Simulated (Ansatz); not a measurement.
Be under a change: uniaxial strain ε_xx = +2.00 %

Consider Be in the hcp (Mg type) structure (space group P6_3/mmc, No. 194; a = 2.2552 Å, c = 3.5580 Å; relaxed with 0.1 eV smearing). Axes: x lies along a and z along c of the hexagonal cell.

The change: uniaxial strain ε_xx = +2.00 %, all other strain components held at zero, atoms relaxed at fixed cell.

Calculations: plane-wave PAW DFT at the PBEsol level (Ansatz, a quantum-chemistry and plane-wave program, 420 eV), scalar-relativistic without spin-orbit coupling. k-mesh 29×29×16 (Γ-centred); smearing 0.1 eV (Fermi–Dirac).

* **Volume per atom**: 7.99 Å³ (base 7.84 Å³)
* **Space group**: Cmcm (No. 63) (base P6_3/mmc (No. 194))
* **Shortest interatomic distance**: 2.212 Å (base 2.205 Å)
* **Energy relative to the base (free energy F)**: +2.9 meV/atom
* **Pressure (mean of the normal stresses, compression positive)**: -2.3 GPa (base 0.0 GPa)
* **Band gap**: zero (base zero)
* **Stress (xx, yy, zz, yz, xz, xy; compression positive)**: (-5.7, -0.7, -0.3, 0.0, 0.0, 0.0) GPa

Cost of the whole job for the changed cell (relaxation, final SCF and bands): about 27 core-seconds (a rough figure).

No phonon test of stability was made.
